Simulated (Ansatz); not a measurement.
Start from a 16-atom supercell of C in the diamond structure (space group Fd-3m, No. 227; a = 3.560 Å) at its relaxed geometry.

Calculations: Ansatz (a program for electronic structure), r2SCAN, PAW, cutoff 500 eV, no SOC, earlier PAW set.

One neutral defect a cell, atoms relaxed at fixed cell.

One change was made to it. Results:

```json
[
 {"quantity": "pressure", "base": "0.0 GPa", "after": "8.8 GPa"},
 {"quantity": "largest displacement of a host atom from its site in the perfect cell", "base": "–", "after": "0.03 Å"}
]
```

### Question
Which change produced these results?
A) B on a C site
B) Li interstitial (started 1.45 Å from the nearest host atom), symmetric start
C) Se on a C site

### Answer
A, B on a C site. For comparison, the pressure in the other runs: Li interstitial (started 1.45 Å from the nearest host atom), symmetric start gives 32.0 GPa; Se on a C site gives 69.1 GPa.

The magnetic state is the one reached from the starting moments; the real material's order can differ, and small cells can't hold many antiferromagnetic ones. In so small a cell the defect repeats every few ångströms: this is an ordered compound, not a dilute defect. A case with no gap was solved on a k-mesh chosen for an insulator, which is coarse for it. Defects with a symmetric start kept the site's symmetry and may sit on a saddle; the others started slightly shaken. Starting moments died away, wholly or in part, for B on a C site, Li interstitial (started 1.45 Å from the nearest host atom) and Se on a C site; another magnetic solution may exist.
